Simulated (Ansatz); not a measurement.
## Response to strain in InAgTe2

Base system: InAgTe2 in the chalcopyrite structure (space group I-42d, No. 122; a = 6.354 Å, c = 12.637 Å). Axes: x, y, z lie along a, b, c of the conventional cell.

Strains are applied to the cell and any free atomic positions relax.

Method: Ansatz (a program for electronic structure), LDA, PAW, cutoff 420 eV, no spin-orbit coupling.

Notes on the quantities. energy relative to the base: free energy F; pressure: mean of the normal stresses, compression positive.

| change | volume per atom | energy relative to the base | pressure |
|---|---|---|---|
| base | 31.88 Å³ | 0 meV/atom | 0.0 GPa |
| uniaxial strain ε_xx = +0.75 % | 32.12 Å³ | +0.4 meV/atom | -0.4 GPa |
| uniaxial strain ε_xx = +1.50 % | 32.36 Å³ | ? | ? |
| uniaxial strain ε_xx = +2.25 % | 32.60 Å³ | +3.1 meV/atom | -1.1 GPa |

Q: Some entries are withheld; estimate them.

A: 
- uniaxial strain ε_xx = +1.50 %, energy relative to the base: +1.4 meV/atom
- uniaxial strain ε_xx = +1.50 %, pressure: -0.7 GPa

No phonon test of stability was made. All final runs are without spin polarisation.
